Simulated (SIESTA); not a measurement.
Worked example: self-consistent single point of a sheet of PbO (4 atoms in the cell) in SIESTA

Level of theory: GGA PBE, numerical atomic orbitals DZP, PseudoDojo PBE standard norm-conserving potentials (rewritten from UPF to PSML) in SIESTA.

The input file:

```
# files in the folder: Pb.psml O.psml (PseudoDojo PBE standard)
SystemName  PbO
SystemLabel siesta

NumberOfAtoms                4
NumberOfSpecies              2
%block ChemicalSpeciesLabel
  1 82 Pb
  2 8 O
%endblock ChemicalSpeciesLabel
LatticeConstant              1.0 Ang
%block LatticeVectors
     3.918512000    0.000000000    0.000000000
     0.000000000    3.918512000    0.000000000
     0.000000000    0.000000000   16.365934000
%endblock LatticeVectors
AtomicCoordinatesFormat      Fractional
%block AtomicCoordinatesAndAtomicSpecies
     0.500000000    0.000000000    0.572282000  1
     0.000000000    0.500000000    0.427718000  1
     0.000000000    0.000000000    0.500000000  2
     0.500000000    0.500000000    0.500000000  2
%endblock AtomicCoordinatesAndAtomicSpecies

XC.functional                GGA
XC.authors                   PBE
PAO.BasisSize                DZP
PAO.EnergyShift              0.01 Ry
MeshCutoff                   350 Ry
%block kgrid.MonkhorstPack
    6   0   0  0.0
    0   6   0  0.0
    0   0   1  0.0
%endblock kgrid.MonkhorstPack
OccupationFunction           MP
OccupationMPOrder            0
ElectronicTemperature        0.1 eV

MaxSCFIterations             150
SCF.Mixer.Method             Broyden
SCF.Mixer.Weight             0.1
SCF.Mixer.History            8
SCF.DM.Tolerance             1.0E-04
Diag.ParallelOverK           true
WriteForces                  true
```

Output, abridged:

```
reinit: Reading from file input.fdf

reinit: System Name: PbO
reinit: System Label: siesta

coor:   Atomic-coordinates input format  =     Fractional

siesta: Atomic coordinates (Bohr) and species
siesta:      3.70246   0.00000  17.69904  1        1
siesta:      0.00000   3.70246  13.22809  1        2
siesta:      0.00000   0.00000  15.46357  2        3
siesta:      3.70246   3.70246  15.46357  2        4

siesta: System type = slab

initatomlists: Number of atoms, orbitals, and projectors:      4    62    78

siesta: ******************** Simulation parameters ****************************
redata: Spin configuration                          = none
redata: Time-Reversal Symmetry                      = T
redata: Number of Atomic Species                    =        2
redata: Mesh Cutoff                                 =   350.0000 Ry
redata: Net charge of the system                    =     0.0000 |e|
redata: Min. number of SCF Iter                     =        0
redata: Max. number of SCF Iter                     =      150
redata: SCF convergence failure will abort job
redata: SCF mix quantity                            = Hamiltonian
redata: Mix DM or H after convergence               =   F
redata: Recompute H after scf cycle                 =   F
redata: Mix DM in first SCF step                    =   T
redata: No kicks to SCF
redata: DM Mixing Weight for Kicks                  =     0.5000
redata: Require Harris convergence for SCF          =   F
redata: Harris energy tolerance for SCF             =     0.000100 eV
redata: Require DM convergence for SCF              =   T
redata: DM tolerance for SCF                        =     0.000100
redata: Require EDM convergence for SCF             =   F
redata: EDM tolerance for SCF                       =     0.001000 eV
redata: Require H convergence for SCF               =   T
redata: Hamiltonian tolerance for SCF               =     0.001000 eV
redata: Require (free) Energy convergence for SCF   =   F
redata: (free) Energy tolerance for SCF             =     0.000100 eV
redata: Using DFT-D3 dispersion                     =   F
redata: Using Saved Data (generic)                  =   F
redata: Method of Calculation                       = Diagonalization
redata: Electronic Temperature                      =  1160.4518 K
redata: Number of TDED substeps                     =        3
redata: Dynamics option                             = Single-point calculation
redata: Save all siesta data in one NC              =   F
redata: ***********************************************************************

%block SCF.Mixers
  Broyden
%endblock SCF.Mixers

%block SCF.Mixer.Broyden
  # Mixing method
  method broyden

  # Mixing options
  weight 0.1000
  weight.linear 0.1000
  weight.prime 0.1000
  history 8
%endblock SCF.Mixer.Broyden

DM_history_depth set to one: no extrapolation allowed by default for geometry relaxation
Size of DM history Fstack: 1
Total number of electrons:    40.000000
Total ionic charge:    40.000000

* ProcessorY, Blocksize:    1  63

* Orbital distribution balance (max,min):    62    62

k-point displ. along   1 input, could be:     0.00    0.50
k-point displ. along   2 input, could be:     0.00    0.50
 Kpoints in:           24 . Kpoints trimmed:           22

siesta: k-grid: Number of k-points = 22
siesta: k-points from Monkhorst-Pack grid
siesta: k-cutoff (effective) =     8.183 Ang
siesta: k-point supercell and displacements
siesta: k-grid:     6     0     0      0.000
siesta: k-grid:     0     6     0      0.000
siesta: k-grid:     0     0     1      0.000

diag: Algorithm                                     = D&C
diag: Parallel over k                               =   F
diag: Use parallel 2D distribution                  =   F
diag: Parallel block-size                           = 63
diag: Parallel distribution                         =     1 x     1
diag: Used triangular part                          = Lower
diag: Absolute tolerance                            =  0.100E-15
diag: Orthogonalization factor                      =  0.100E-05
diag: Memory factor                                 =  1.0000

superc: Internal auxiliary supercell:     5 x     5 x     1  =      25
superc: Number of atoms, orbitals, and projectors:    100   1550   1950

                        Single-point calculation

superc: Internal auxiliary supercell:     5 x     5 x     1  =      25
superc: Number of atoms, orbitals, and projectors:    100   1550   1950

outcell: Unit cell vectors (Ang):
        3.918512    0.000000    0.000000
        0.000000    3.918512    0.000000
        0.000000    0.000000   16.365934

outcell: Cell vector modules (Ang)   :    3.918512    3.918512   16.365934
outcell: Cell angles (23,13,12) (deg):     90.0000     90.0000     90.0000
outcell: Cell volume (Ang**3)        :    251.2946
new_DM -- step:     1
Initializing Density Matrix...

Attempting to read DM from file... Failed...
DM filled with atomic data:

InitMesh: MESH = 48 x 48 x 192 = 442368
InitMesh: Mesh cutoff (required, used) =   350.000   380.385 Ry

stepf: Methfessel-Paxton step function
       Using Hermite-Gauss polynomials of order  0

        iscf     Eharris(eV)        E_KS(eV)     FreeEng(eV)     dDmax    Ef(eV) dHmax(eV)
   scf:    1    -4686.714396    -4694.683863    -4694.683863  0.578580 -5.009522 13.091659
   scf:    2    -4700.824633    -4698.028609    -4698.028609  0.057004 -4.185490  8.036092
   scf:    3    -4701.067758    -4700.409055    -4700.409055  0.093256 -2.997330  1.996040
   scf:    4    -4698.743713    -4699.887149    -4699.887149  0.107342 -3.973271  4.935884
   scf:    5    -4700.837093    -4700.458406    -4700.458406  0.033790 -3.563026  2.020145
   scf:    6    -4700.463694    -4700.461253    -4700.461253  0.016993 -3.505301  1.984311
   scf:    7    -4700.583374    -4700.565667    -4700.565667  0.029706 -3.159902  0.061547
   scf:    8    -4700.565654    -4700.565770    -4700.565770  0.001372 -3.174461  0.038769
   scf:    9    -4700.565284    -4700.565569    -4700.565569  0.000957 -3.180867  0.097633
   scf:   10    -4700.565869    -4700.565823    -4700.565823  0.001862 -3.162277  0.004147
   scf:   11    -4700.565824    -4700.565824    -4700.565824  0.000074 -3.162038  0.003858
   scf:   12    -4700.565824    -4700.565824    -4700.565824  0.000060 -3.162657  0.000817

SCF Convergence by DM+H criterion
max |DM_out - DM_in|         :     0.0000603784
max |H_out - H_in|      (eV) :     0.0008170347
SCF cycle converged after 12 iterations

Using DM_out to compute the final energy and forces

siesta: E_KS(eV) =            -4700.5658

siesta: E_KS - E_eggbox =     -4700.5658

siesta: Atomic forces (eV/Ang):
     1   -0.000000    0.000000    1.319408
     2   -0.000000   -0.000000   -1.319408
     3    0.000000   -0.000000   -0.000000
     4    0.000000    0.000000    0.000000
   Tot   -0.000000    0.000000   -0.000000
   Max    1.319408
   Res    0.538646    sqrt( Sum f_i^2 / 3N )
   Max    1.319408    constrained

Stress tensor Voigt[x,y,z,yz,xz,xy] (kbar):      -27.00      -27.00      -19.97       -0.00        0.00        0.00
(Free)E + p*V (eV/cell)    -4696.6979
Target enthalpy (eV/cell)    -4700.5658

siesta: Program's energy decomposition (eV):
siesta: Ebs     =      -614.458091
siesta: Eions   =      5760.055115
siesta: Ena     =       538.580285
siesta: Ekin    =      2491.266881
siesta: Enl     =      -698.843555
siesta: Eso     =         0.000000
siesta: Edftu   =         0.000000
siesta: DEna    =        17.505794
siesta: DUscf   =         1.698550
siesta: DUext   =         0.000000
siesta: Ex      =     -1208.473726
siesta: Ec      =       -82.244939
siesta: Exc     =     -1290.718664
siesta: Eharris =     -4700.565824
siesta: Etot    =     -4700.565824
siesta: FreeEng =     -4700.565824

siesta: Atomic forces (eV/Ang):
siesta:      1   -0.000000    0.000000    1.319408
siesta:      2   -0.000000   -0.000000   -1.319408
siesta:      3    0.000000   -0.000000   -0.000000
siesta:      4    0.000000    0.000000    0.000000
siesta: ----------------------------------------
siesta:    Tot   -0.000000    0.000000   -0.000000

siesta: Stress tensor (static) (eV/Ang**3):
siesta:    -0.016855    0.000000   -0.000000
siesta:     0.000000   -0.016855    0.000000
siesta:     0.000000   -0.000000   -0.012467

siesta: Cell volume =        251.294601 Ang**3

siesta: Pressure (static):
siesta:                Solid            Molecule  Units
siesta:           0.00016764          0.00012254  Ry/Bohr**3
siesta:           0.01539198          0.01125126  eV/Ang**3
siesta:          24.66067140         18.02650860  kBar

siesta: Electric dipole (a.u.)  =    0.000000    0.000000    0.000000
siesta: Electric dipole (Debye) =    0.000000    0.000000    0.000000
```

The run converged in 12 iterations.

The starting cell was generated: these elements placed on a structure prototype, without a prior relaxation; it need not be a known phase or ordering of this composition. Its lattice was rescaled in the plane by a random factor within 2.5 % of one. Values carry the incompleteness of an atom-centred basis. Forces in this geometry exceed 1 eV/Å.
